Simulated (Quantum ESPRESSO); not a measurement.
# Several settings converged on Ta2Si (Fmm2, 6 atoms in the cell)

```xyz
6
Lattice="-3.0785 3.0785 2.5161 3.0785 -3.0785 2.5161 3.0785 3.0785 -2.5161" Properties=species:S:1:pos:R:3 pbc="T T T"
Ta     2.0713     1.0072     2.5161
Ta     1.0072     2.0713     0.0000
Ta    -0.9719     2.1066     2.5161
Ta     4.0857     1.0072     0.0000
Si     0.0000     0.0000     1.2580
Si     0.0000     0.0000     3.7741
```

Base method: LDA (PZ), GBRV 1.5 ultrasoft (LDA) pseudopotentials (plane waves; Quantum ESPRESSO).

Base settings: ecutwfc = 40 Ry; ecutrho = 320 Ry; occupations = smearing; smearing = gaussian; degauss = 0.0073499 Ry; potentials = {Ta: ta_lda_v1.uspp.F.UPF, Si: si_lda_v1.uspp.F.UPF}; K_POINTS = automatic 4 4 4 0 0 0; conv_thr = 1e-10 Ry; mixing_beta = 0.7.

The count of work is k-points × plane waves × bands × iterations; it is no time. 

**Shifted k-point meshes**

Only quantities that move along the ladder and can be compared are tabulated.

```tsv
K_POINTS	free energy less the last step's (meV/atom)	pressure (GPa)	largest difference of a force vector from the last step's (eV/Å)	count of work / last
automatic 2 2 2 1 1 1	10.38	-8.29	0.188	0.028
automatic 4 4 4 1 1 1	-4.00	-7.65	0.096	0.13
automatic 6 6 6 1 1 1	3.16	-7.30	0.032	0.36
automatic 9 9 9 1 1 1	0.00	-7.30	0.000	1.0
```

Coarsest K_POINTS that holds the free energy within 5 meV/atom: not settled: the last two steps still differ by 3.2 meV/atom, over half the tolerance, so the ladder does not show it.

Coarsest K_POINTS that holds the forces within 0.02 eV/Å: not settled: the last two steps still differ by 0.032 eV/Å, over half the tolerance, so the ladder does not show it.

Coarsest K_POINTS that holds the pressure within 0.05 GPa of the last step, with all finer ones: automatic 6 6 6 1 1 1, at 0.36 of the last step's count of work; the step before is off by 0.35 GPa.

**The number of bands**

The mesh stays at the base's, so the ladder's end is converged at best in this setting alone.

Only quantities that move along the ladder and can be compared are tabulated.

```tsv
nbnd	free energy less the last step's (meV/atom)	pressure (GPa)	largest difference of a force vector from the last step's (eV/Å)	count of work / last
30	22.88	-6.40	0.046	2.5
32	0.00	-7.05	0.000	0.70
34	0.00	-7.05	0.000	0.75
62	0.00	-7.05	0.000	1.0
```

Coarsest nbnd that holds the forces within 0.005 eV/Å of the last step, with all finer ones: 32; the step before is off by 0.046 eV/Å.

Coarsest nbnd that holds the pressure within 0.05 GPa of the last step, with all finer ones: 32; the step before is off by 0.65 GPa.

Coarsest nbnd that holds the free energy within 1 meV/atom of the last step, with all finer ones: 32; the step before is off by 23 meV/atom.

On the base run: the starting cell comes from a database of computed structures (which also holds hypothetical and non-ambient phases and stackings), without a prior relaxation at this level. Its lattice was rescaled by up to half a per cent. One atom was moved a little off its site on purpose. Spin polarisation is off. In the base run, with a pressure of about -7 GPa the cell is away from its equilibrium volume at this level.
